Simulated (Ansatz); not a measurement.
The reference is SnTe in the rock salt structure (space group Fm-3m, No. 225; a = 6.370 Å). Axes: x, y, z lie along the cube axes.

Method: Kohn–Sham DFT with the r2SCAN functional, run in Ansatz (a first-principles code) with PAW and 500 eV plane waves, no spin-orbit coupling.

Before the change:

The pressure comes out as 0.00 GPa.

One thing is altered: biaxial strain −0.50 %, plane normal [001], relaxed out of plane (Cartesian); in-plane vectors clamped, the third vector and the atoms free.

### Question
What happens to the pressure?

### Answer
The pressure (mean of the normal stresses, compression positive) goes from zero to 0.44 GPa.

### Question
Predict the new out-of-plane strain.

### Answer
The out-of-plane strain amounts to +0.02 %.

Stability against distortions was not tested.
